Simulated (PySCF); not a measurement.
PySCF 2.14.0, B3LYP/def2-svp, df: Ta(NH)(OMe)(NH2)2 (C[O][Ta](=[NH])([NH2])[NH2]), 14 atoms. The geometry is a generated start, not checked to be a minimum at this level.

```yaml
task: energy
method: b3lyp
basis: def2-svp
two_electron_scheme: density fitting
mol.max_memory: 3000 MB
mf.max_cycle: 100
mf.init_guess: minao (default)
mf.DIIS: CDIIS (default)
mf.conv_tol: 1e-09 (default)
mf.grids.level: 3 (default)
effective_core_potentials: those of the basis set, past Kr
basis_functions: 142
grid_points: 172384
```

```xyz
14

Ta    -0.4509    -0.0872     0.4114
N     -1.9521    -1.0760     0.4070
H     -2.7035    -1.7115     0.1748
O      0.7296    -0.0161    -0.9893
C      1.4141    -0.1799    -2.1702
H      1.5440     0.7876    -2.6748
H      2.4095    -0.6054    -1.9796
H      0.8711    -0.8547    -2.8459
N     -1.1736     1.7472     0.7982
H     -2.1265     2.0298     0.9921
H     -0.6109     2.5901     0.7302
N      0.4898    -0.7710     2.0495
H      0.1733    -1.4452     2.7361
H      1.3861    -0.4075     2.3606
```

Charge 0 and multiplicity 1 are set for this test and not shown to be the ground state.

One run each on 2 threads, 1 BLAS thread. Values of diis_space tried: 3, 5, 8 (default), 12, 20.

### Question
How does the count of Fock builds change with diis_space, and where is it least?

### Answer
Fewest Fock builds, within one of each other: 5 with 15, 8 (default) with 14, 12 with 14, 20 with 14. The count rises to 26 at 3. All converge to one solution.

| diis_space | Fock builds | end |
|---|---|---|
| 3 | 26 | same solution |
| 5 | 15 | same solution |
| 8 (default) | 14 | same solution |
| 12 | 14 | same solution |
| 20 | 14 | same solution |
